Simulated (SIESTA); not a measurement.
Checking a run of SIESTA on Na₂SnBPO₇ (P2_1/m, 24 atoms in the cell). The aim is a self-consistent single point with DFT, LDA PW92, numerical atomic orbitals DZP, PseudoDojo LDA standard norm-conserving potentials (rewritten from UPF to PSML).

Cell that was meant: a = 5.4158 Å, b = 6.7652 Å, c = 9.4069 Å, α = 90.00°, β = 91.98°, γ = 90.00°.

Part of the input:

```
OccupationFunction           MP
OccupationMPOrder            0
ElectronicTemperature        116.05 K
NetCharge                    1.0

MaxSCFIterations             150
SCF.Mixer.Method             Pulay
```

Output (repeated stretches shortened):

```
reinit: Reading from file input.fdf

reinit: System Name: Na2SnBPO7
reinit: System Label: na2snbpo7

   [... lines left out ...]
outcell: Cell angles (23,13,12) (deg):     90.0000     91.9814     90.0000
outcell: Cell volume (Ang**3)        :    344.4529
new_DM -- step:     1
Initializing Density Matrix...

Attempting to read DM from file... Failed...
DM filled with atomic data:
Note: For starting DM, Qtot, Tr[D*S] =        163.00000000        164.00000000

InitMesh: MESH = 64 x 80 x 108 = 552960
InitMesh: Mesh cutoff (required, used) =   350.000   364.734 Ry

stepf: Methfessel-Paxton step function
       Using Hermite-Gauss polynomials of order  0
        iscf     Eharris(eV)        E_KS(eV)     FreeEng(eV)     dDmax    Ef(eV) dHmax(eV)
   scf:    1   -15972.832773   -16042.971706   -16042.973277  1.674443-10.176166 16.013431
   scf:    2   -14251.963485   -15484.626953   -15484.627362  2.745887 -2.412299 90.697901
   scf:    3   -16117.128765   -16068.095622   -16068.099512  2.574577 -8.916042  4.225873
   scf:    4   -16069.423500   -16070.051513   -16070.054608  0.134683 -8.237957  3.290977
   scf:    5   -16070.586612   -16071.112297   -16071.116726  0.152413 -8.075336  1.252143
   [... lines left out ...]
   scf:   19   -16071.248898   -16071.248994   -16071.253505  0.001261 -8.150197  0.024046
   scf:   20   -16071.248974   -16071.249031   -16071.253519  0.001499 -8.149822  0.016088
   scf:   21   -16071.249027   -16071.249038   -16071.253537  0.000700 -8.149925  0.000797
   scf:   22   -16071.249039   -16071.249039   -16071.253536  0.000159 -8.149892  0.002995
   scf:   23   -16071.249037   -16071.249038   -16071.253537  0.000143 -8.149890  0.000340
   scf:   24   -16071.249038   -16071.249038   -16071.253537  0.000019 -8.149889  0.000147
SCF Convergence by DM+H criterion
max |DM_out - DM_in|         :     0.0000189622
max |H_out - H_in|      (eV) :     0.0001465206
SCF cycle converged after 24 iterations

Using DM_out to compute the final energy and forces

siesta: E_KS(eV) =           -16071.2490

siesta: E_KS - E_eggbox =    -16071.2490

siesta: Atomic forces (eV/Ang):
     1   -0.027814   -0.114334   -0.206570
     2    0.027813    0.114328    0.206568
     3    0.027813   -0.114328    0.206568
   [... 21 lines left out ...]
   Tot   -0.000001    0.000000    0.000000
   Max    1.752159
   Res    0.467602    sqrt( Sum f_i^2 / 3N )
   Max    1.752159    constrained

Stress tensor Voigt[x,y,z,yz,xz,xy] (kbar):       42.77       38.94       21.65       -0.00        0.97       -0.00
   [... lines left out ...]
siesta: FreeEng =    -16071.253537
siesta: Cell volume =        344.452944 Ang**3
siesta:         -34.45565144        -19.04136974  kBar
   [... lines left out ...]
Atom #   charge [q] valence [e]  Species
     1     0.619556    8.380444  Na
     2     0.619556    8.380444  Na
     3     0.619556    8.380444  Na
     4     0.619556    8.380444  Na
     5     1.257023   12.742977  Sn
     6     1.257023   12.742977  Sn
     7    -0.316612    3.316612  B
     8    -0.316612    3.316612  B
     9     0.214209    4.785791  P
   [... 15 lines left out ...]
 Total     1.000000
```

Is anything amiss in this input, and did it matter?

The run is not sound. The fault is an unintended net charge. A charged periodic cell changes the electron count and is neutralised by a uniform background, so energy, forces and pressure belong to another system. To fix it, remove the charge. The run converged in 24 iterations without an error; against the sound input the pressure goes from -3.83 to -3.45 GPa, the largest force goes from 0.400 to 1.754 eV/Å and no clean gap remains on the mesh (levels overlap or are partly filled), against 1.60 eV before. The full log also holds: “madelung: WARNING: Charged system, but not an atom or molecule.” and “madelung: WARNING: Energy correction terms can not be applied.”.

An input that runs soundly differs in these lines (not the only fix; some lines may just follow from the change or write a value another way):
```diff
-NetCharge                    1.0
```

With that input, the run converged in 12 iterations: free energy E − TS -16078.9428 eV; top of the valence band (on the code's own zero) -6.98 eV; gap on the k-point mesh 1.60 eV; pressure -3.83 GPa; largest force (vector length) 0.400 eV/Å (DFT, LDA PW92, numerical atomic orbitals DZP, PseudoDojo LDA standard norm-conserving potentials (rewritten from UPF to PSML)).

On the sound input: the starting cell comes from a database of computed structures (which also holds hypothetical and non-ambient phases and stackings), without a prior relaxation at this level. Values carry the incompleteness of an atom-centred basis. With a pressure of about -4 GPa the cell is away from its equilibrium volume at this level.
